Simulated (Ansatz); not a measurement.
# Ansatz run on In₂Si₂O₇ (C2/m, 11 atoms in the cell): self-consistent single point

Method of the run: r2SCAN, default PAW files made with PBE (plane waves; Ansatz, an electronic-structure program).

The input file:

Ansatz 0.2 input:
```yaml
# In2Si2O7
crystal:
  lattice:
    - [3.27423800, -4.25166700, 0.00000000]
    - [3.27423800, 4.25166700, 0.00000000]
    - [-1.04170900, 0.00000000, 4.53379300]
  atoms:
    - { symbol: In, position: [0.69229000, 0.30771000, 0.00000000] }
    - { symbol: In, position: [0.30771000, 0.69229000, 0.00000000] }
    - { symbol: Si, position: [0.22030000, 0.22030000, 0.41010000] }
    - { symbol: Si, position: [0.77970000, 0.77970000, 0.58990000] }
    - { symbol: O, position: [0.00000000, 0.00000000, 0.50000000] }
    - { symbol: O, position: [0.39020000, 0.39020000, 0.71770000] }
    - { symbol: O, position: [0.60980000, 0.60980000, 0.28230000] }
    - { symbol: O, position: [0.07840000, 0.39120000, 0.21830000] }
    - { symbol: O, position: [0.60880000, 0.92160000, 0.78170000] }
    - { symbol: O, position: [0.92160000, 0.60880000, 0.78170000] }
    - { symbol: O, position: [0.39120000, 0.07840000, 0.21830000] }
basis:
  ecutwfc: 500.0
kpoints:
  mp_grid:
    grid: [4, 4, 5]
hamiltonian:
  xc: r2scan
  pseudopotentials:
    kind: paw
scf:
  occupations:
    method: methfessel_paxton
    width: 0.2
output:
  forces: true
  eigenvalues: true
  stress: true
```

The program printed (abridged):

```
WARN ansatz: RAYON_NUM_THREADS=1 ignored (pool sized by the plan → 1); use --threads N
Pseudopotentials: kind: paw
Pseudopotential: In, paw, valence charge 13
Pseudopotential: Si, paw, valence charge 4
Pseudopotential: O, paw, valence charge 6
Crystal: 11 atoms, lattice volume = 126.230 Å³
Basis set: ecut = 500 eV, 3195 PW (Γ), exchange–correlation on 160×160×144 points (64 copies of the dense FFT grid, shifted against one another)
Bands: 49, of which v1, the nominal top of the filled ones, is band 38 counted from 1 (37 counted from 0)
Symmetry: 4 space group operations
Space group: C2/m (ITA 12), of the structure as read, at distance tolerance 5.0e-5 Å
k-points: 27 of 80
PAW frozen core: In, regenerated for the run's functional
PAW frozen core: Si, regenerated for the run's functional
PAW frozen core: O, regenerated for the run's functional
Initial density: superposition of atomic densities (neutral atoms: chi_scale 0, normalization atom), corrected by the library's trained network
Initial wavefunctions: pseudopotential atomic-orbital guess
Eigensolver: davidson
Functional: x = r2scan, c = r2scan; τ floored in thin density (d = 2e-4 eV/Å³)
SCF iter   1: F=—  HF=-16490.840439 eV  |F-HF|=—  |Δ(HF+E_count)|=         —  Δρ=1.03e-2  dr2=1.05e-1  dr2_τ=7.86e-1  ethr=1.77e-3  ⟨swp⟩=7.1  Hψ=6192  notcnv=0  defer=2
all-band conjugate gradients solve this SCF's bands
preconditioner: auto → Resta (q_TF=auto, 2.507 Å⁻¹)
SCF iter   2: F=—  HF=-16491.114309 eV  |F-HF|=—  |Δ(HF+E_count)|=   2.74e-1  S|Δr|=    0.00e0  Δρ=5.91e-3  dr2=2.61e-2  dr2_τ=2.01e-3  ethr=1.38e-4  ⟨swp⟩=2.0  Hψ=2718  notcnv=0  defer=144
SCF iter   3: F=—  HF=-16491.111998 eV  |F-HF|=—  |Δ(HF+E_count)|=   2.31e-3  S|Δr|=    0.00e0  Δρ=9.05e-4  dr2=6.60e-4  dr2_τ=1.50e-4  ethr=3.43e-5  ⟨swp⟩=3.0  Hψ=2306  notcnv=0  defer=144
SCF iter   4: F=—  HF=-16491.112059 eV  |F-HF|=—  |Δ(HF+E_count)|=   6.04e-5  S|Δr|=    0.00e0  Δρ=2.97e-4  dr2=7.28e-5  dr2_τ=1.43e-5  ethr=8.69e-7  ⟨swp⟩=2.0  Hψ=1998  notcnv=0  defer=144
SCF iter   5: F=—  HF=-16491.112060 eV  |F-HF|=—  |Δ(HF+E_count)|=   1.29e-6  S|Δr|=    0.00e0  Δρ=9.64e-5  dr2=9.07e-6  dr2_τ=1.38e-6  ethr=9.57e-8  ⟨swp⟩=2.0  Hψ=2205  notcnv=0  defer=144
SCF iter   6: F=—  HF=-16491.112062 eV  |F-HF|=—  |Δ(HF+E_count)|=   2.31e-6  S|Δr|=    0.00e0  Δρ=2.25e-5  dr2=5.65e-7  dr2_τ=5.68e-8  ethr=1.19e-8  ⟨swp⟩=2.0  Hψ=1744  notcnv=0  defer=144
SCF iter   7: F=—  HF=-16491.112062 eV  |F-HF|=—  |Δ(HF+E_count)|=   2.37e-7  S|Δr|=    0.00e0  Δρ=1.16e-5  dr2=1.28e-7  dr2_τ=1.97e-8  ethr=1.32e-10  ⟨swp⟩=13.1  Hψ=7097  notcnv=0
SCF iter   8: F=-16491.112062 eV  HF=-16491.112062 eV  |F-HF|=2.18e-9  |Δ(HF+E_count)|=   1.22e-8  S|Δr|=    0.00e0  Δρ=2.15e-6  dr2=4.77e-9  dr2_τ=6.51e-10  ethr=1.32e-10  ⟨swp⟩=4.0  Hψ=4228  notcnv=0
SCF 1 converged in 8 iterations: F = -16491.112062 eV  dr2 = 4.77e-9
SCF converged after 8 iterations
Stability not checked (fill_not_monotonic)
Free energy (F): -16491.112062 eV
Harris-Foulkes:  -16491.112062 eV  (|F-HF|=2.18e-9)
Internal energy: -16491.112062 eV  (E = F + TS)
E sigma→0 (E₀):  -16491.112062 eV
Fermi energy:    8.510092 eV
Step filling:    the computed levels leave a gap of 4.0437 eV = 20.2 smearing widths
--- Per-component energies (eV) ---
  E_band       = -130.541123
  E_kinetic    = 1843.060127
  E_local      = -5016.795306  (includes V_loc(G=0)·N_el)
  E_nonlocal   = 1127.611999
  E_hartree    = 1914.373283
  E_xc         = -1021.793694
  E_vxc        = -1058.093112  (∫ρ·V_xc dr)
  E_paw        = -10550.674789  (= ΣΔE_a)
  E_vpaw       = -921.822605  (= ΣTr[D̂ρ^β])
  E_aug_tail   = 0.007576  (compensation charges beyond the density's cutoff)
  E_vtau       = 66.742892  (kinetic-family band-sum trace: ∫τ·v_τ [+ j·A + Jᵃ·Aᵃ] dr)
  E_ewald      = -4788.455896
  E_core_change = 1.554639  (= ΣΔE_core)
  E_smearing   = 0.000000  (= −TS)
  E_closure    = -0.000000  (closes the sum)
  Σ components = -16491.112062   (vs F -16491.112062, Δ=0.00e0)
--- Forces (eV/Å), atoms counted from 1 ---
  atom   1  In    -0.00000000    -0.11727073     0.00000000
  atom   2  In     0.00000000     0.11727073     0.00000000
  atom   3  Si     0.19658629     0.00000000    -0.12829072
  atom   4  Si    -0.19658629    -0.00000000     0.12829072
  atom   5  O     -0.00000000     0.00000000     0.00000000
  atom   6  O      0.17559647    -0.00000000     0.18397906
  atom   7  O     -0.17559647     0.00000000    -0.18397906
  atom   8  O      0.13682141     0.17517441    -0.00764841
  atom   9  O     -0.13682141     0.17517441     0.00764841
  atom  10  O     -0.13682141    -0.17517441     0.00764841
  atom  11  O      0.13682141    -0.17517441    -0.00764841
  max |Σ_I F_I| component: 5.55e-17 eV/Å
--- Stress (GPa, compression-positive) ---
       10.236236      -0.000000       0.700957
       -0.000000       9.375628      -0.000000
        0.700952      -0.000000       8.792061
  P = ⅓ Tr σ = 9.4680 GPa (94.680 kbar)
  The stress holds the Pulay correction. Without it, at fixed plane waves, as pw.x and ABINIT print it: P = 9.3848 GPa
--- Band table (eV; the first three rows and the last of 27) ---
  k-point 0: bands = ["-13.7563", "-12.3463", "-12.1694", "-11.7553", "-11.6202", "-11.5517", "-11.5035", "-5.9606", "-5.8114", "-5.8000", "-5.7955", "-5.7497", "-5.7336", "-5.6764", "-5.6316", "-5.6232", "-5.4401", "-0.9908", "-0.4839", "0.9823", [...]
  k-point 1: bands = ["-13.6722", "-12.3630", "-12.1534", "-11.7342", "-11.7111", "-11.5967", "-11.5278", "-5.9620", "-5.8587", "-5.7984", "-5.7950", "-5.7384", "-5.7364", "-5.6696", "-5.6284", "-5.5126", "-5.4303", "-1.0947", "-0.1265", "1.0857", [...]
  k-point 2: bands = ["-13.5044", "-12.4433", "-12.0903", "-11.8909", "-11.6807", "-11.6500", "-11.5866", "-6.0030", "-5.8436", "-5.7871", "-5.7789", "-5.7531", "-5.7337", "-5.6647", "-5.6241", "-5.4129", "-5.3754", "-1.2439", "0.6721", "1.0837", [...]
  k-point 26: bands = ["-13.4645", "-12.5024", "-12.0321", "-11.8344", "-11.8313", "-11.5909", "-11.5261", "-5.9407", "-5.9189", "-5.9142", "-5.8672", "-5.7787", "-5.6871", "-5.6234", "-5.5704", "-5.5591", "-5.4950", "-1.0946", "0.2332", "0.7580", [...]
```

The run converged in 8 iterations.

The starting cell comes from a database of published, mostly measured structures (it also holds non-ambient and calculated ones), without a prior relaxation at this level. Its lattice was rescaled by a random factor within 2.5 % of one. With a pressure of about 9 GPa the cell is away from its equilibrium volume at this level. Ansatz's pressure includes its estimate of the finite-basis (Pulay) stress.

Cost on one core of a shared machine: roughly 30 s.
